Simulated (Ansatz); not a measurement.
Levels about the gap of amorphous Be₂₄Al₁₆O₄₈ (88 atoms in a cell of 848 Å³, 2.77 g/cm³; zone centre alone, so wide bands show as single levels with stretches between that a denser mesh fills), at the geometry that PBE relaxed, where it gives 0.0 GPa on a denser mesh. The participation number counts the atoms over which a state spreads; weights are charges in smoothed Voronoi cells. The levels come from a single point, so bond lengths are those of that geometry. Method of the levels: PBE, scalar-relativistic without spin-orbit coupling (Ansatz, an electronic-structure program). Sampling: the zone centre alone; Fermi-Dirac width 0.02 eV; no spin polarisation. At PBE the levels at the filled edge of the gap are localised (band-tail or defect states), and the nearest spread-out levels lie 4.5 eV apart at the zone centre.

The cell was made by melting and quenching with the CHGNet potential and then relaxed with DFT. O atoms were pushed apart under 1.9 Å during the dynamics, to hinder bonds among them. The hot cell started wider than the set density and was brought back towards it in steps. It is the lowest in DFT energy of 2 quenches. It is a model cell: composition and starting density were chosen by hand, and all elements were melted together. No dispersion term was used. Its density started from a set value of 2.78 and ended at 2.77 g/cm³. The simulated quench (nominally 340 K/ps over its main leg) is rapid and tends to freeze in more defects than a deposited or slowly cooled glass has. Values belong to this one cell and scatter from quench to quench. The volume was free in the relaxation, at fixed shape. Stress components on the final sampling reach 3.0 GPa.

```json
[
 {"E - E(highest filled), eV": "-0.41", "filling": "filled", "participation number": "15.8", "largest on": "O, 3 neighbours", "weight O": "0.93", "weight Be": "0.04", "weight Al": "0.03"},
 {"E - E(highest filled), eV": "-0.34", "filling": "filled", "participation number": "17.7", "largest on": "O, 3 neighbours", "weight O": "0.93", "weight Be": "0.04", "weight Al": "0.03"},
 {"E - E(highest filled), eV": "-0.30", "filling": "filled", "participation number": "14.3", "largest on": "O, 3 neighbours", "weight O": "0.94", "weight Be": "0.03", "weight Al": "0.03"},
 {"E - E(highest filled), eV": "-0.23", "filling": "filled", "participation number": "11.9", "largest on": "O, 2 neighbours", "weight O": "0.94", "weight Be": "0.03", "weight Al": "0.03"},
 {"E - E(highest filled), eV": "-0.23", "filling": "filled", "participation number": "15.0", "largest on": "O, 3 neighbours", "weight O": "0.93", "weight Be": "0.04", "weight Al": "0.03"},
 {"E - E(highest filled), eV": "-0.15", "filling": "filled", "participation number": "12.7", "largest on": "O, 3 neighbours", "weight O": "0.93", "weight Be": "0.04", "weight Al": "0.02"},
 {"E - E(highest filled), eV": "0.00", "filling": "filled", "participation number": "4.0", "largest on": "O, 3 neighbours", "weight O": "0.93", "weight Be": "0.04", "weight Al": "0.03"},
 {"E - E(highest filled), eV": "4.17", "filling": "empty", "participation number": "68.7", "largest on": "Be, 3 neighbours", "weight O": "0.55", "weight Be": "0.20", "weight Al": "0.25"},
 {"E - E(highest filled), eV": "5.80", "filling": "empty", "participation number": "20.2", "largest on": "Be, 3 neighbours", "weight O": "0.52", "weight Be": "0.25", "weight Al": "0.22"},
 {"E - E(highest filled), eV": "6.07", "filling": "empty", "participation number": "26.3", "largest on": "Al, 5 neighbours", "weight O": "0.52", "weight Be": "0.23", "weight Al": "0.24"},
 {"E - E(highest filled), eV": "6.21", "filling": "empty", "participation number": "34.7", "largest on": "Al, 4 neighbours", "weight O": "0.55", "weight Be": "0.18", "weight Al": "0.28"},
 {"E - E(highest filled), eV": "6.32", "filling": "empty", "participation number": "38.2", "largest on": "Al, 4 neighbours", "weight O": "0.49", "weight Be": "0.26", "weight Al": "0.25"},
 {"E - E(highest filled), eV": "6.37", "filling": "empty", "participation number": "25.5", "largest on": "Be, 3 neighbours", "weight O": "0.48", "weight Be": "0.32", "weight Al": "0.19"},
 {"E - E(highest filled), eV": "6.53", "filling": "empty", "participation number": "44.0", "largest on": "Al, 5 neighbours", "weight O": "0.54", "weight Be": "0.20", "weight Al": "0.27"}
]
```

Most localised among these is the filled level at +0.00 eV, on a O atom, which has 3 neighbours (Be 1.59 Å, Al 1.85 Å, Al 1.90 Å).
